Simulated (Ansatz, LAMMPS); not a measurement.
**Ge well of 13 atomic layers along [001] in random Si0.3Ge0.7, interfaces graded over 4 layers**

Cell 17.02 × 17.02 × 57.14 Å, Si159Ge561, 720 atoms. Prepared with LAMMPS with Tersoff's 1989 multicomponent potential (SiCGe.tersoff): minimisation. 

Method: PBE, support functions at accuracy medium on the grid of 370 eV (norm-conserving potentials; Ansatz, a first-principles code).

Basis: localised support functions (accuracy medium) on a full density matrix. k-points: zone centre alone; occupations: Fermi-Dirac, 0.010 eV; spin polarisation not allowed. Spin-orbit coupling is left out.

```
Quantity                                                                                    Result
----------------------------------------------  --------------------------------------------------
Kohn-Sham gap of the cell on its k-mesh                                                    0.22 eV
weight of the highest filled level on the well                                                0.74
weight of the lowest empty level on the well                                                  0.39
coordination (neighbours within 2.927 Å)                                            100.0 % 4-fold
Ge-Ge bonds, mean ± spread                                                         2.483 ± 0.007 Å
Ge-Si bonds, mean ± spread                                                         2.438 ± 0.008 Å
Si-Si bonds, mean ± spread                                                         2.390 ± 0.008 Å
bond angles, mean ± spread                                                           109.5° ± 1.1°
pressure                                                                                  0.06 GPa
cost of the final run                           roughly 30 core-minutes, 12 SCF iterations, 15 GiB
```
